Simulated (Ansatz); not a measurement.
Defect: interstitial Ga in alpha quartz, charge state +3. Level of theory: PBE, PAW (plane waves to 420 eV; Ansatz, a program for electronic structure).

72-site cell at the relaxed PBE lattice, the Γ point alone, smearing 0.01 eV, spin-restricted, no finite-size correction. Static, classical nuclei. The charge state is imposed; whether it is stable for some Fermi level was not computed. Sites that were not tried may lie lower.

Barriers: single points on a 2×2×2 k-point mesh shifted by half a step along c at the bands' geometries.

The step: a direct jump of one Ga atom. Atoms about the jump, Cartesian Å from the middle of the jump, before and after:

| atom | x0 | y0 | z0 | x1 | y1 | z1 |
|---|---|---|---|---|---|---|
| Ga1 | 0.00 | 0.06 | -0.92 | 0.00 | -0.06 | 0.92 |
| O2 | 0.14 | -1.69 | -0.21 | 0.10 | -1.69 | -0.05 |
| O3 | 0.10 | 1.69 | 0.06 | 0.14 | 1.69 | 0.21 |
| O4 | -1.58 | -0.69 | -1.62 | -1.70 | -0.64 | -1.56 |
| O5 | -1.70 | 0.64 | 1.56 | -1.58 | 0.69 | 1.63 |
| O6 | 1.38 | -1.10 | 2.03 | 1.36 | -0.96 | 1.89 |
| O7 | 1.36 | 0.96 | -1.89 | 1.38 | 1.11 | -2.03 |
| Si8 | -1.34 | -2.25 | -0.92 | -1.35 | -2.11 | -0.98 |
| Si9 | -1.35 | 2.11 | 0.98 | -1.34 | 2.25 | 0.92 |
| Si10 | 1.31 | -2.31 | 0.98 | 1.35 | -2.40 | 0.92 |
| Si11 | 1.35 | 2.40 | -0.92 | 1.31 | 2.32 | -0.98 |

Task: Give the saddle-point geometry and the barrier.

Result: 
```
atom      x      y      z
----  -----  -----  -----
Ga1   -0.11   0.00   0.00
O2     0.09  -1.89  -0.16
O3     0.09   1.89   0.17
O4    -1.58  -0.65  -1.42
O5    -1.58   0.66   1.43
O6     1.28  -0.75   1.62
O7     1.28   0.75  -1.61
Si8   -1.35  -2.28  -1.02
Si9   -1.35   2.28   1.03
Si10   1.33  -2.31   0.98
Si11   1.33   2.31  -0.97
```
It lies 0.18 eV above the start and 0.18 eV above the end. The saddle point's order was not checked, and it lies on a symmetry element of the cell, where a band can be held.
